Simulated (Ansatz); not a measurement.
AlN (Fm-3m, No. 225; start mp-1330; another space group than a measured phase of this formula), treated with G0W0@HSE06 (Ansatz, a quantum-chemistry and plane-wave program, plane waves, hard PAW, contour deformation).

The same calculation (at the PBEsol cell, 8.276 Å³/atom) with different numerical settings; throughout: k mesh 2×2×2:

```tsv
run	response cutoff (eV)	empty bands	quasiparticle gap on the mesh (eV)	quasiparticle gap at Γ (eV)	rough time
1	100	69	5.611	7.490	10 core-s
2	150	127	5.767	7.604	9 core-s
3	200	195	5.884	7.650	10 core-s
4	250	273	5.951	7.667	20 core-s
5	300	359	5.979	7.673	30 core-s
6	400	552	6.036	7.686	40 core-s
7	500	772	6.062	7.692	60 core-s
```

In the column quasiparticle gap on the mesh (eV) the first row differs from the last by -0.451 and the next to last by -0.026.

The last row is no converged limit: other settings stay fixed.

Note: GW on a hybrid start was not checked against another program.

A start named mp-… is a Materials Project structure, which can be a computed phase never made.
